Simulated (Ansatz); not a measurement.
Input:

```
CELL_PARAMETERS angstrom
      3.93456     0.00000     0.00000
      0.00000     3.93456     0.00000
      0.00000     0.00000     3.81653
ATOMIC_POSITIONS crystal
  Ba 0.00000 0.00000 0.00000
  Ti 0.50000 0.50000 0.50000
  O  0.50000 0.00000 0.50000
  O  0.00000 0.50000 0.50000
  O  0.50000 0.50000 0.00000
```

No spin polarisation.

The values are results of Kohn–Sham DFT with the LDA functional, run in Ansatz (a program for electronic structure) with PAW and 420 eV plane waves, without spin-orbit coupling, not measurements. k-mesh 8×8×8 (Γ-centred); smearing 0.05 eV (Fermi–Dirac).

Q: Predict the space group.

A: P4/mmm (No. 123).

Q: What is the computed stress (xx, yy, zz, yz, xz, xy; compression positive)?

A: (3.87, 3.87, 12.19, 0.00, 0.00, 0.00) GPa.

The cells carry an imposed strain or load. Stability against distortions was not tested. All final runs are without spin polarisation. The cell was made from BaTiO3 in the cubic perovskite structure (space group Pm-3m, No. 221) by this change: uniaxial strain ε_zz = −3.00 %. Many cubic perovskites are stable only at high temperature; tilts and polar distortions were not tested. This is not the structure that BaTiO3 has at room temperature and ambient pressure.
